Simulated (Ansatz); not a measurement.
Start from Mo in the bcc (W type) structure (space group Im-3m, No. 229; a = 3.151 Å; relaxed with 0.1 eV smearing). Axes: x, y, z lie along the cube axes.

Calculations: r2SCAN (Ansatz, a program for electronic structure; PAW; 500 eV plane waves; no spin-orbit coupling), earlier PAW set.

For the base:

* **Shortest interatomic distance**: 5.157 bohr
* **Band gap**: zero

It is then changed as follows: uniaxial strain ε_zz = +5.83 %, all other strain components held at zero, atoms relaxed at fixed cell.

How does this affect the stress?

The stress (xx, yy, zz, yz, xz, xy; compression positive) amounts to (-8.2, -8.2, -23.6, 0.0, 0.0, 0.0) GPa.

How does this affect the shortest interatomic distance?

The shortest interatomic distance goes up by 0.102 bohr, from 5.157 bohr to 5.259 bohr.

Estimate the effect on the band gap.

The band gap stays zero.

How does this affect the energy relative to the base?

The energy increases by 72 meV/atom.

Whether these cells are dynamically stable was not tested. The final runs are not spin-polarised.
